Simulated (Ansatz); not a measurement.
Subject: the energy of the reaction as written. Reaction: cell B + 9/2 H2 (gas) → cell A. Negative: the products are lower in energy.

Cell A: a stack of composition C108H18Al35 built on C (diamond, Fd-3m) (111), with 108 atoms on that crystal's sites, 161 atoms, hexagonal cell of 7.55 Å (49.3 Å²), symmetry P1 within 0.02 Å, 24.9 Å thick under 16 Å of vacuum, in-plane vectors held at the crystal's, which may strain the added film; planes from bottom to top: H9 | C9 × 12 | H9 | Al7 × 5, its two faces unlike (dipole correction applied); spin state with PBE: run without spin, k-point mesh 6×6×1.
```
Al35C108H18
1.0
    7.54530     0.00000     0.00000
   -3.77265     6.53443     0.00000
    0.00000     0.00000    40.60416
C H Al
108 18 35
Cartesian
  0.00002   0.00006   9.04135
  0.00002   1.45215   9.52807
  0.00002   1.45215  11.07709
  1.25757   0.72610  11.58994
  1.25757   0.72610  13.13040
  0.00002   0.00006  13.64426
  0.00002   0.00005  15.18404
  0.00002   1.45216  15.69779
 -0.00001   1.45215  17.23857
  1.25758   0.72609  17.75079
  1.25754   0.72611  19.30065
 -0.00009   0.00017  19.78567
 -1.25753   2.17820   9.04135
 -1.25753   3.63029   9.52807
 -1.25753   3.63029  11.07709
  0.00002   2.90425  11.58993
  0.00002   2.90425  13.13040
 -1.25753   2.17820  13.64425
 -1.25753   2.17821  15.18405
 -1.25753   3.63030  15.69781
 -1.25756   3.63031  17.23862
  0.00004   2.90428  17.75105
 -0.00010   2.90436  19.30077
 -1.25749   2.17826  19.78638
 -2.51508   4.35634   9.04135
 -2.51508   5.80843   9.52807
 -2.51508   5.80843  11.07709
 -1.25753   5.08239  11.58993
 -1.25753   5.08238  13.13040
 -2.51508   4.35633  13.64425
 -2.51509   4.35633  15.18404
 -2.51509   5.80842  15.69777
 -2.51506   5.80840  17.23857
 -1.25753   5.08243  17.75098
 -1.25753   5.08234  19.30056
 -2.51523   4.35630  19.78624
  2.51512   0.00006   9.04135
  2.51512   1.45215   9.52808
  2.51513   1.45215  11.07709
  3.77268   0.72610  11.58993
  3.77268   0.72610  13.13040
  2.51513   0.00005  13.64426
  2.51513   0.00005  15.18403
  2.51513   1.45214  15.69778
  2.51513   1.45217  17.23855
  3.77268   0.72608  17.75098
  3.77284   0.72617  19.30074
  2.51512  -0.00009  19.78537
  1.25757   2.17820   9.04135
  1.25757   3.63029   9.52807
  1.25757   3.63029  11.07709
  2.51512   2.90425  11.58993
  2.51513   2.90424  13.13040
  1.25757   2.17820  13.64426
  1.25756   2.17821  15.18404
  1.25756   3.63030  15.69783
  1.25755   3.63032  17.23859
  2.51508   2.90425  17.75102
  2.51509   2.90424  19.30053
  1.25772   2.17833  19.78566
  0.00002   4.35634   9.04134
  0.00002   5.80843   9.52807
  0.00002   5.80843  11.07709
  1.25757   5.08239  11.58993
  1.25757   5.08239  13.13040
  0.00002   4.35634  13.64426
  0.00002   4.35634  15.18405
  0.00003   5.80844  15.69781
  0.00005   5.80845  17.23859
  1.25759   5.08238  17.75117
  1.25759   5.08241  19.30065
  0.00000   4.35645  19.78658
  5.03023   0.00005   9.04134
  5.03023   1.45215   9.52807
  5.03023   1.45215  11.07709
  6.28778   0.72610  11.58993
  6.28778   0.72611  13.13040
  5.03023   0.00006  13.64426
  5.03023   0.00006  15.18405
  5.03023   1.45215  15.69782
  5.03026   1.45217  17.23860
  6.28782   0.72607  17.75103
  6.28781   0.72614  19.30050
  5.03037  -0.00004  19.78655
  3.77267   2.17820   9.04135
  3.77267   3.63029   9.52807
  3.77267   3.63029  11.07709
  5.03023   2.90424  11.58992
  5.03023   2.90424  13.13039
  3.77268   2.17820  13.64425
  3.77269   2.17820  15.18404
  3.77267   3.63029  15.69781
  3.77267   3.63025  17.23861
  5.03021   2.90425  17.75108
  5.03023   2.90421  19.30052
  3.77274   2.17809  19.78619
  2.51512   4.35634   9.04134
  2.51512   5.80843   9.52807
  2.51512   5.80843  11.07709
  3.77267   5.08239  11.58993
  3.77267   5.08238  13.13040
  2.51512   4.35634  13.64427
  2.51512   4.35634  15.18405
  2.51513   5.80842  15.69783
  2.51513   5.80841  17.23860
  3.77265   5.08237  17.75103
  3.77266   5.08221  19.30082
  2.51502   4.35628  19.78670
  0.00002   0.00006   7.93272
 -1.25752   2.17819   7.93272
 -2.51508   4.35635   7.93272
  2.51512   0.00006   7.93272
  1.25758   2.17819   7.93272
  0.00003   4.35634   7.93272
  5.03023   0.00005   7.93272
  3.77267   2.17819   7.93272
  2.51512   4.35634   7.93272
  7.54574  -0.00076  20.89638
  6.28715   2.17705  20.89628
  5.03190   4.35634  20.89631
  2.51533   0.00088  20.89628
  1.25671   2.17764  20.89637
  0.00020   4.35685  20.89654
  5.03053   0.00038  20.89653
  3.77173   2.17951  20.89629
  2.51481   4.35592  20.89665
 -0.31404   0.54309  23.66649
  0.22433   2.09996  25.96620
  1.30232   0.85547  28.22336
 -0.31454   0.54429  30.47915
  0.22457   2.10011  32.78304
 -0.85365   3.34547  23.66709
 -0.31456   4.90087  25.96637
  0.76326   3.65602  28.22314
 -0.85338   3.34477  30.47921
 -0.31439   4.90052  32.78302
 -1.39157   6.14601  23.66622
  2.91905   1.16676  25.96619
  0.22467   6.45666  28.22318
 -1.39230   6.14525  30.47916
  2.91921   1.16667  32.78302
  1.83975   2.41153  23.66656
  2.38021   3.96683  25.96638
  3.45811   2.72255  28.22330
  1.84133   2.41139  30.47916
  2.38034   3.96726  32.78303
  1.30277   5.21204  23.66735
  5.61425   0.23332  25.96635
  2.91926   5.52271  28.22312
  1.30238   5.21178  30.47909
  5.61384   0.23315  32.78303
  4.53646   1.47805  23.66711
  5.07505   3.03361  25.96627
  6.15288   1.78894  28.22338
  4.53606   1.47785  30.47921
  5.07506   3.03369  32.78306
  3.99691   4.27740  23.66703
 -3.00904   5.83402  25.96622
 -1.93117   4.58941  28.22336
  3.99715   4.27833  30.47918
 -3.00924   5.83420  32.78301
```

Cell B: a stack of composition C108H9Al35 built on C (diamond, Fd-3m) (111), with 108 atoms on that crystal's sites, 152 atoms, hexagonal cell of 7.55 Å (49.3 Å²), symmetry P3 within 0.02 Å, 22.9 Å thick under 16 Å of vacuum, in-plane vectors held at the crystal's, which may strain the added film; planes from bottom to top: H9 | C9 × 12 | Al7 × 5, its two faces unlike (dipole correction applied); spin state with PBE: run without spin, k-point mesh 6×6×1.
```yaml
crystal:
  lattice:
    - [7.54530, 0.00000, 0.00000]
    - [-3.77265, 6.53443, 0.00000]
    - [0.00000, 0.00000, 39.35770]
  atoms:
    - { symbol: C, position: [0.00000, 0.00000, 0.23385] }
    - { symbol: C, position: [0.11111, 0.22222, 0.24623] }
    - { symbol: C, position: [0.11111, 0.22222, 0.28557] }
    - { symbol: C, position: [0.22222, 0.11111, 0.29859] }
    - { symbol: C, position: [0.22222, 0.11111, 0.33774] }
    - { symbol: C, position: [0.00000, 0.00000, 0.35078] }
    - { symbol: C, position: [0.00000, 0.00000, 0.38993] }
    - { symbol: C, position: [0.11088, 0.22224, 0.40294] }
    - { symbol: C, position: [0.11058, 0.22228, 0.44218] }
    - { symbol: C, position: [0.22218, 0.11200, 0.45502] }
    - { symbol: C, position: [0.22211, 0.11340, 0.49482] }
    - { symbol: C, position: [0.00000, 0.00000, 0.50710] }
    - { symbol: C, position: [0.00000, 0.33334, 0.23385] }
    - { symbol: C, position: [0.11111, 0.55556, 0.24623] }
    - { symbol: C, position: [0.11111, 0.55556, 0.28557] }
    - { symbol: C, position: [0.22221, 0.44444, 0.29859] }
    - { symbol: C, position: [0.22219, 0.44444, 0.33775] }
    - { symbol: C, position: [0.99994, 0.33333, 0.35078] }
    - { symbol: C, position: [0.99986, 0.33335, 0.38993] }
    - { symbol: C, position: [0.11108, 0.55563, 0.40294] }
    - { symbol: C, position: [0.11103, 0.55569, 0.44215] }
    - { symbol: C, position: [0.22190, 0.44475, 0.45501] }
    - { symbol: C, position: [0.22095, 0.44426, 0.49476] }
    - { symbol: C, position: [0.99891, 0.33163, 0.50703] }
    - { symbol: C, position: [0.00000, 0.66667, 0.23385] }
    - { symbol: C, position: [0.11111, 0.88889, 0.24623] }
    - { symbol: C, position: [0.11111, 0.88889, 0.28557] }
    - { symbol: C, position: [0.22223, 0.77779, 0.29859] }
    - { symbol: C, position: [0.22225, 0.77781, 0.33775] }
    - { symbol: C, position: [0.00003, 0.66673, 0.35078] }
    - { symbol: C, position: [0.00008, 0.66677, 0.38993] }
    - { symbol: C, position: [0.11136, 0.88912, 0.40294] }
    - { symbol: C, position: [0.11170, 0.88942, 0.44218] }
    - { symbol: C, position: [0.22286, 0.77810, 0.45501] }
    - { symbol: C, position: [0.22331, 0.77905, 0.49476] }
    - { symbol: C, position: [0.00196, 0.66553, 0.50704] }
    - { symbol: C, position: [0.33333, 0.00000, 0.23385] }
    - { symbol: C, position: [0.44445, 0.22222, 0.24623] }
    - { symbol: C, position: [0.44445, 0.22222, 0.28557] }
    - { symbol: C, position: [0.55557, 0.11112, 0.29860] }
    - { symbol: C, position: [0.55559, 0.11112, 0.33775] }
    - { symbol: C, position: [0.33339, 0.00006, 0.35078] }
    - { symbol: C, position: [0.33348, 0.00014, 0.38993] }
    - { symbol: C, position: [0.44444, 0.22236, 0.40297] }
    - { symbol: C, position: [0.44455, 0.22265, 0.44222] }
    - { symbol: C, position: [0.55513, 0.11108, 0.45513] }
    - { symbol: C, position: [0.55463, 0.11157, 0.49492] }
    - { symbol: C, position: [0.33272, 0.00109, 0.50703] }
    - { symbol: C, position: [0.33333, 0.33333, 0.23385] }
    - { symbol: C, position: [0.44444, 0.55555, 0.24623] }
    - { symbol: C, position: [0.44444, 0.55555, 0.28557] }
    - { symbol: C, position: [0.55554, 0.44443, 0.29860] }
    - { symbol: C, position: [0.55553, 0.44441, 0.33775] }
    - { symbol: C, position: [0.33327, 0.33331, 0.35078] }
    - { symbol: C, position: [0.33323, 0.33331, 0.38993] }
    - { symbol: C, position: [0.44437, 0.55545, 0.40294] }
    - { symbol: C, position: [0.44431, 0.55534, 0.44215] }
    - { symbol: C, position: [0.55595, 0.44487, 0.45513] }
    - { symbol: C, position: [0.55694, 0.44537, 0.49492] }
    - { symbol: C, position: [0.33447, 0.33643, 0.50704] }
    - { symbol: C, position: [0.33333, 0.66667, 0.23386] }
    - { symbol: C, position: [0.44445, 0.88889, 0.24623] }
    - { symbol: C, position: [0.44445, 0.88889, 0.28557] }
    - { symbol: C, position: [0.55556, 0.77777, 0.29859] }
    - { symbol: C, position: [0.55556, 0.77775, 0.33775] }
    - { symbol: C, position: [0.33333, 0.66667, 0.35078] }
    - { symbol: C, position: [0.33333, 0.66667, 0.38992] }
    - { symbol: C, position: [0.44455, 0.88892, 0.40294] }
    - { symbol: C, position: [0.44466, 0.88897, 0.44215] }
    - { symbol: C, position: [0.55525, 0.77714, 0.45501] }
    - { symbol: C, position: [0.55574, 0.77669, 0.49476] }
    - { symbol: C, position: [0.33333, 0.66667, 0.50710] }
    - { symbol: C, position: [0.66667, 0.00000, 0.23385] }
    - { symbol: C, position: [0.77778, 0.22223, 0.24623] }
    - { symbol: C, position: [0.77778, 0.22223, 0.28557] }
    - { symbol: C, position: [0.88889, 0.11111, 0.29859] }
    - { symbol: C, position: [0.88889, 0.11111, 0.33774] }
    - { symbol: C, position: [0.66669, 0.99997, 0.35078] }
    - { symbol: C, position: [0.66669, 0.99992, 0.38993] }
    - { symbol: C, position: [0.77764, 0.22208, 0.40297] }
    - { symbol: C, position: [0.77735, 0.22190, 0.44222] }
    - { symbol: C, position: [0.88800, 0.11018, 0.45502] }
    - { symbol: C, position: [0.88660, 0.10871, 0.49482] }
    - { symbol: C, position: [0.66357, 0.99804, 0.50704] }
    - { symbol: C, position: [0.66667, 0.33333, 0.23385] }
    - { symbol: C, position: [0.77777, 0.55555, 0.24623] }
    - { symbol: C, position: [0.77777, 0.55555, 0.28557] }
    - { symbol: C, position: [0.88888, 0.44446, 0.29860] }
    - { symbol: C, position: [0.88888, 0.44447, 0.33775] }
    - { symbol: C, position: [0.66667, 0.33333, 0.35079] }
    - { symbol: C, position: [0.66667, 0.33333, 0.38995] }
    - { symbol: C, position: [0.77792, 0.55556, 0.40297] }
    - { symbol: C, position: [0.77810, 0.55545, 0.44222] }
    - { symbol: C, position: [0.88892, 0.44405, 0.45513] }
    - { symbol: C, position: [0.88843, 0.44306, 0.49492] }
    - { symbol: C, position: [0.66667, 0.33333, 0.50721] }
    - { symbol: C, position: [0.66666, 0.66667, 0.23385] }
    - { symbol: C, position: [0.77778, 0.88889, 0.24623] }
    - { symbol: C, position: [0.77778, 0.88889, 0.28557] }
    - { symbol: C, position: [0.88889, 0.77778, 0.29859] }
    - { symbol: C, position: [0.88889, 0.77778, 0.33774] }
    - { symbol: C, position: [0.66667, 0.66661, 0.35078] }
    - { symbol: C, position: [0.66665, 0.66652, 0.38993] }
    - { symbol: C, position: [0.77776, 0.88864, 0.40294] }
    - { symbol: C, position: [0.77772, 0.88830, 0.44218] }
    - { symbol: C, position: [0.88982, 0.77782, 0.45502] }
    - { symbol: C, position: [0.89129, 0.77789, 0.49482] }
    - { symbol: C, position: [0.66837, 0.66728, 0.50703] }
    - { symbol: H, position: [0.00000, 0.00000, 0.20569] }
    - { symbol: H, position: [0.00000, 0.33334, 0.20569] }
    - { symbol: H, position: [0.99999, 0.66666, 0.20569] }
    - { symbol: H, position: [0.33334, 0.00000, 0.20569] }
    - { symbol: H, position: [0.33334, 0.33333, 0.20569] }
    - { symbol: H, position: [0.33333, 0.66667, 0.20569] }
    - { symbol: H, position: [0.66667, 0.00001, 0.20569] }
    - { symbol: H, position: [0.66667, 0.33333, 0.20569] }
    - { symbol: H, position: [0.66666, 0.66666, 0.20569] }
    - { symbol: Al, position: [0.66667, 0.33333, 0.55948] }
    - { symbol: Al, position: [0.85602, 0.57264, 0.61306] }
    - { symbol: Al, position: [0.90528, 0.38078, 0.67047] }
    - { symbol: Al, position: [0.66667, 0.33333, 0.72834] }
    - { symbol: Al, position: [0.85720, 0.57135, 0.78768] }
    - { symbol: Al, position: [0.80593, 0.76047, 0.55530] }
    - { symbol: Al, position: [0.00000, 0.00000, 0.61203] }
    - { symbol: Al, position: [0.04826, 0.80977, 0.67025] }
    - { symbol: Al, position: [0.80975, 0.76271, 0.72820] }
    - { symbol: Al, position: [0.00000, 0.00000, 0.78732] }
    - { symbol: Al, position: [0.95454, 0.19407, 0.55530] }
    - { symbol: Al, position: [0.14615, 0.42900, 0.61203] }
    - { symbol: Al, position: [0.19023, 0.23849, 0.67025] }
    - { symbol: Al, position: [0.95296, 0.19025, 0.72820] }
    - { symbol: Al, position: [0.14258, 0.42830, 0.78750] }
    - { symbol: Al, position: [0.09173, 0.62045, 0.55570] }
    - { symbol: Al, position: [0.28286, 0.85385, 0.61203] }
    - { symbol: Al, position: [0.33333, 0.66667, 0.67029] }
    - { symbol: Al, position: [0.09489, 0.61877, 0.72827] }
    - { symbol: Al, position: [0.28572, 0.85742, 0.78750] }
    - { symbol: Al, position: [0.23953, 0.04546, 0.55530] }
    - { symbol: Al, position: [0.42736, 0.28338, 0.61306] }
    - { symbol: Al, position: [0.47551, 0.09472, 0.67047] }
    - { symbol: Al, position: [0.23729, 0.04704, 0.72820] }
    - { symbol: Al, position: [0.42865, 0.28585, 0.78768] }
    - { symbol: Al, position: [0.37955, 0.47128, 0.55570] }
    - { symbol: Al, position: [0.57100, 0.71714, 0.61203] }
    - { symbol: Al, position: [0.61922, 0.52449, 0.67047] }
    - { symbol: Al, position: [0.38123, 0.47613, 0.72827] }
    - { symbol: Al, position: [0.57170, 0.71428, 0.78750] }
    - { symbol: Al, position: [0.52872, 0.90827, 0.55570] }
    - { symbol: Al, position: [0.71662, 0.14398, 0.61306] }
    - { symbol: Al, position: [0.76151, 0.95174, 0.67025] }
    - { symbol: Al, position: [0.52387, 0.90511, 0.72827] }
    - { symbol: Al, position: [0.71415, 0.14280, 0.78768] }
```

Reference: an isolated H2 molecule (singlet) in a box of 11 × 11 × 13 Å.

Computed with Ansatz (plane waves, PAW), its default PAW set, cutoff 420 eV, 500 eV for r2SCAN. The structures are at rest with PBE+D3(BJ), within the held lattices; other levels are single points on them. Neutral cells; Fermi-Dirac smearing of at most 0.10 eV in the solids, energies taken to zero width. The lattices are those relaxed with PBE+D3(BJ) or held as stated, so at other levels the solids can be strained, which adds to the spread. Larger cells are relaxed from a start prepared with the learned potential CHGNet, on a coarser mesh till forces fall under 0.03 eV/Å, which some starts already meet. A dispersion term (D3(BJ), or D4 for r2SCAN) was computed beside these levels and is taken off wherever the name lacks it. Static lattices, no vibrational contributions. The structures are the rest points that the relaxations reached, not proven lowest. No correction for cell size. Cell B has symmetry P3 within 0.02 Å and got no random move, so less symmetric positions, which may lie lower, weren't tried.

Give the value at the level r2SCAN.

-8.69 eV, for cell B + 9/2 H2 (gas) → cell A.

How does the value move with the functional?


| Method | value (eV) | less r2SCAN |
|---|---|---|
| PBE | -8.48 | 0.21 |
| PBE+D3(BJ) | -7.77 | 0.92 |
| r2SCAN+D4 | -8.38 | 0.31 |

The levels shown span 0.92 eV, from r2SCAN (-8.69) to PBE+D3(BJ) (-7.77).

Ansatz is a first-principles code.
